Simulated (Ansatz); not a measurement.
## Cu under a change: biaxial strain +0.81 %, plane normal [111], relaxed out of plane

Start from Cu in the fcc (Cu type) structure (space group Fm-3m, No. 225; a = 3.563 Å; relaxed with 0.1 eV smearing). Axes: x, y, z lie along the cube axes.

It is then changed as follows: biaxial strain +0.81 %, plane normal [111], relaxed out of plane (Cartesian); in-plane vectors clamped, the third vector and the atoms free.

Calculations: PBEsol (Ansatz, an electronic-structure program; PAW; 420 eV plane waves; scalar-relativistic without spin-orbit coupling), earlier PAW set. k-mesh 32×32×32 (Γ-centred); smearing 0.1 eV (Fermi–Dirac).

```csv
quantity,base,changed,shift
volume per atom,11.31 Å³,11.43 Å³,+0.12 Å³
space group,Fm-3m (No. 225),R-3m (No. 166),–
shortest interatomic distance,252.0 pm,251.7 pm,-0.3 pm
energy relative to the base (free energy F),0 meV/atom,+1.5 meV/atom,+1.5 meV/atom
"pressure (mean of the normal stresses, compression positive)",0.0 GPa,-1.7 GPa,-1.65 GPa
band gap,zero,zero,–
out-of-plane strain,–,-0.58 %,–
ratio −ε⊥/ε∥,–,0.72,–
mean in-plane stress (compression positive),–,-2.5 GPa,–
```

No phonon test of stability was made. All final runs are without spin polarisation.
